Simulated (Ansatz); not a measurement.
System: interstitial F in wurtzite ZnO (charge state -1). Calculation: PBE, PAW (plane waves to 420 eV; Ansatz, a program for electronic structure).

72-site cell at the relaxed PBE lattice, one k-point at (0.125, 0.250, 0.250), smearing 0.01 eV, spin-restricted, no finite-size correction. Energies are static. The charge state is imposed; whether it is stable for some Fermi level was not computed. Sites that were not tried may lie lower.

Barriers: single points on a 2×2×2 k-point mesh shifted by half a step along c at the bands' geometries.

Relaxed starting cell (atoms counted from 1):

```
CELL_PARAMETERS angstrom
      9.83847     0.00000     0.00000
     -4.91923     8.52036     0.00000
      0.00000     0.00000    10.58758
ATOMIC_POSITIONS crystal
  Zn 0.21621 0.10799 0.24613
  Zn 0.22310 0.11103 0.74485
  Zn 0.22620 0.45208 0.25576
  Zn 0.22090 0.44137 0.75141
  Zn 0.22569 0.77311 0.25574
  Zn 0.22080 0.77808 0.75143
  Zn 0.55477 0.11029 0.24789
  Zn 0.55588 0.11190 0.75046
  Zn 0.55502 0.44410 0.24788
  Zn 0.55614 0.44287 0.75038
  Zn 0.54785 0.77378 0.25527
  Zn 0.55756 0.77826 0.75146
  Zn 0.89142 0.10834 0.24610
  Zn 0.88759 0.11092 0.74511
  Zn 0.88889 0.44369 0.24779
  Zn 0.88680 0.44273 0.75055
  Zn 0.89135 0.78246 0.24580
  Zn 0.88782 0.77554 0.74492
  Zn 0.11070 0.22282 0.49599
  Zn 0.10936 0.21970 0.99992
  Zn 0.10898 0.55475 0.50441
  Zn 0.11081 0.55549 0.00040
  Zn 0.11116 0.88917 0.49603
  Zn 0.10964 0.89042 0.99987
  Zn 0.44427 0.22264 0.49663
  Zn 0.44447 0.22279 0.99911
  Zn 0.44499 0.55516 0.50420
  Zn 0.44411 0.55585 0.00037
  Zn 0.44494 0.89064 0.50399
  Zn 0.44385 0.88885 0.00049
  Zn 0.77722 0.22248 0.49671
  Zn 0.77680 0.22267 0.99908
  Zn 0.77759 0.55582 0.49640
  Zn 0.77733 0.55532 0.99927
  Zn 0.77721 0.88900 0.49594
  Zn 0.78005 0.89041 0.00008
  O  0.22223 0.11158 0.43828
  O  0.23289 0.11686 0.92925
  O  0.22367 0.44808 0.44525
  O  0.22146 0.44352 0.94045
  O  0.22360 0.77591 0.44520
  O  0.22128 0.77806 0.94044
  O  0.55451 0.11006 0.43784
  O  0.55456 0.11059 0.93929
  O  0.55475 0.44513 0.43780
  O  0.55511 0.44476 0.93915
  O  0.55179 0.77612 0.44474
  O  0.55594 0.77833 0.94042
  O  0.88818 0.11128 0.43816
  O  0.88273 0.11658 0.92969
  O  0.88960 0.44501 0.43778
  O  0.88894 0.44473 0.93931
  O  0.88857 0.77768 0.43797
  O  0.88294 0.76677 0.92947
  O  0.11855 0.23765 0.20022
  O  0.11082 0.22225 0.68557
  O  0.11092 0.55510 0.18958
  O  0.11027 0.55464 0.69308
  O  0.11877 0.88083 0.20016
  O  0.11120 0.88792 0.68557
  O  0.44313 0.22149 0.18901
  O  0.44684 0.22302 0.68522
  O  0.44430 0.55546 0.18960
  O  0.44450 0.55484 0.69289
  O  0.44393 0.88834 0.18961
  O  0.44431 0.88875 0.69270
  O  0.77743 0.22116 0.18892
  O  0.77589 0.22291 0.68535
  O  0.77787 0.55572 0.18914
  O  0.77615 0.55218 0.68502
  O  0.76229 0.88084 0.19982
  O  0.77684 0.88800 0.68551
  F  0.00015 0.00013 0.07734
```
Cell charge -1.

End state 1 differs by these moves (Å; atoms that move under 0.08 Å are left out):

```
atom  element     Δx     Δy     Δz
----  -------  -----  -----  -----
3          Zn   0.00  -0.06  -0.08
5          Zn  -0.12   0.01   0.00
11         Zn   0.06   0.08  -0.10
15         Zn   0.00   0.07   0.08
17         Zn   0.06  -0.07   0.10
23         Zn   0.00   0.01   0.09
27         Zn  -0.01   0.00  -0.08
29         Zn   0.00  -0.02  -0.08
33         Zn  -0.01  -0.01   0.08
38          O  -0.08  -0.05   0.11
39          O  -0.01  -0.03  -0.08
44          O  -0.08   0.05  -0.10
48          O   0.00  -0.10  -0.11
50          O   0.17   0.00   0.00
51          O  -0.01   0.03   0.08
54          O   0.00   0.10   0.12
55          O   0.00  -0.13  -0.12
59          O  -0.12   0.07  -0.11
64          O   0.00  -0.02  -0.08
65          O  -0.11  -0.06   0.11
67          O   0.00   0.14   0.12
70          O   0.00   0.03   0.08
71          O   0.23   0.00   0.00
73          F  -3.28   0.00   0.00
```

Question: Give the forward and backward barriers to end state 1 at the level PBE, PAW.

Answer: forward 0.64 eV, backward 0.64 eV; at the saddle point atom 73 has neighbours O at 2.36, O at 2.46; Zn at 1.90, Zn at 2.03 Å. The program found a first-order saddle point.
